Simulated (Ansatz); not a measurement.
Base system: Ca in the fcc (Cu type) structure (space group Fm-3m, No. 225; a = 5.5685 Å; relaxed with 0.1 eV smearing). Axes: x, y, z lie along the cube axes.

Calculations: plane-wave PAW DFT at the r2SCAN level (Ansatz, an electronic-structure program, 500 eV), without spin-orbit coupling.

Before the change:

```
Quantity    Value
--------  -------
Pressure  0.0 GPa
```

One thing is altered: the cell is stretched by 4.10 % along x with no lateral relaxation; the atoms relax in the strained cell.

Q: What happens to the pressure and energy relative to the base?

A: The pressure (mean of the normal stresses, compression positive) goes from zero to -0.7 GPa; the energy goes up by 5.1 meV/atom.

No phonon test of stability was made.
